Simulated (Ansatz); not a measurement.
The reference is Cs₂AgBiF₆ (space group Fm-3m, No. 225; a = 9.3592 Å; a cell from a computed database, its experimental status unchecked). Axes: x, y, z lie along the cube axes.

Computed with plane-wave PAW DFT at the r2SCAN level (Ansatz, a first-principles code, 500 eV), spin-orbit coupling left out.

Strains are applied to the cell and any free atomic positions relax; under biaxial strain the out-of-plane vector relaxes too.

One change was made to it. Results:

| quantity | base | after |
|---|---|---|
| electron mass | 1.5 mₑ along k, 0.58 mₑ across (at L) | 1.6 mₑ along k, 0.58 mₑ across (at L) |
| smallest direct gap | 3.96 eV | 3.93 eV |
| band gap | 3.19 eV | 3.16 eV |

Name the change that was made.
A. uniaxial strain ε_zz = −1.82 %
B. biaxial strain −1.58 %, plane normal [001], relaxed out of plane
C. biaxial strain −0.43 %, plane normal [001], relaxed out of plane

C, biaxial strain −0.43 %, plane normal [001], relaxed out of plane. For comparison, the band gap in the other runs: biaxial strain −1.58 %, plane normal [001], relaxed out of plane gives 3.08 eV; uniaxial strain ε_zz = −1.82 % gives 3.08 eV.

Spin-orbit coupling, missing from the scalar runs, can matter with Bi. Masses are band curvatures over ±0.01 Å⁻¹ around the edge. Along k means along the line from Γ to the band edge. No phonon test of stability was made.
